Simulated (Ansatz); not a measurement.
# Response to strain in ZnS

Base system: ZnS in the wurtzite structure (space group P6_3mc, No. 186; a = 3.782 Å, c = 6.208 Å). Axes: x lies along a and z along c of the hexagonal cell.

Strains are applied to the cell and any free atomic positions relax.

Calculations: PBEsol, PAW, 420 eV (Ansatz, a first-principles code; spin-orbit coupling left out).

Notes on the quantities. pressure: mean of the normal stresses, compression positive.

| case | hole mass | pressure | band gap | electron mass |
|---|---|---|---|---|
| base | – | 0.00 GPa | 2.15 eV | 0.16 mₑ along c, 0.18 mₑ across (at Γ) |
| uniaxial strain ε_xx = +0.60 % | 0.17 mₑ along y, 1.5 mₑ across (at Γ) | [?] | [?] | 0.16 mₑ along z, 0.18 mₑ across (at Γ) |
| uniaxial strain ε_xx = +1.20 % | 0.17 mₑ along y, 1.6 mₑ across (at Γ) | -0.90 GPa | 2.09 eV | 0.16 mₑ along z, 0.18 mₑ across (at Γ) |
| uniaxial strain ε_xx = +1.80 % | 0.17 mₑ along y, 1.6 mₑ across (at Γ) | [?] | 2.06 eV | 0.16 mₑ along z, 0.17 mₑ across (at Γ) |
| uniaxial strain ε_xx = +2.40 % | 1.5 mₑ along x, 0.17 mₑ along y, 1.6 mₑ along z (at Γ) | -1.76 GPa | 2.03 eV | 0.16 mₑ along z, 0.17 mₑ across (at Γ) |
| uniaxial strain ε_xx = +3.00 % | 1.5 mₑ along x, 0.17 mₑ along y, 1.7 mₑ along z (at Γ) | -2.16 GPa | [?] | 0.16 mₑ along z, 0.17 mₑ across (at Γ) |

**Question.** Complete the table.

**Answer.** 
- uniaxial strain ε_xx = +0.60 %, pressure: -0.46 GPa
- uniaxial strain ε_xx = +0.60 %, band gap: 2.12 eV
- uniaxial strain ε_xx = +1.80 %, pressure: -1.34 GPa
- uniaxial strain ε_xx = +3.00 %, band gap: 2.00 eV

Masses are band curvatures over ±0.01 Å⁻¹ around the edge. Stability against distortions was not tested.
